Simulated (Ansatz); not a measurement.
Take GaCuSe2 in the chalcopyrite structure (space group I-42d, No. 122; a = 5.672 Å, c = 11.263 Å) as the base. Axes: x, y, z lie along a, b, c of the conventional cell.

The values are results of Ansatz (an electronic-structure program), PBE, PAW, cutoff 420 eV, no spin-orbit coupling, not measurements.

Base values:

The shortest interatomic distance is 2.430 Å and the pressure is 0.0 GPa.

One thing is altered: biaxial strain −2.25 %, plane normal [001], relaxed out of plane (Cartesian); in-plane vectors clamped, the third vector and the atoms free.

How does this affect the shortest interatomic distance?

The shortest interatomic distance drops by 0.019 Å, from 2.430 Å to 2.411 Å.

Predict the new energy relative to the base.

The energy goes up by 5.8 meV/atom.

Predict the new pressure.

The pressure (mean of the normal stresses, compression positive) goes from zero to 1.3 GPa.

Stability against distortions was not tested. The final runs are not spin-polarised.
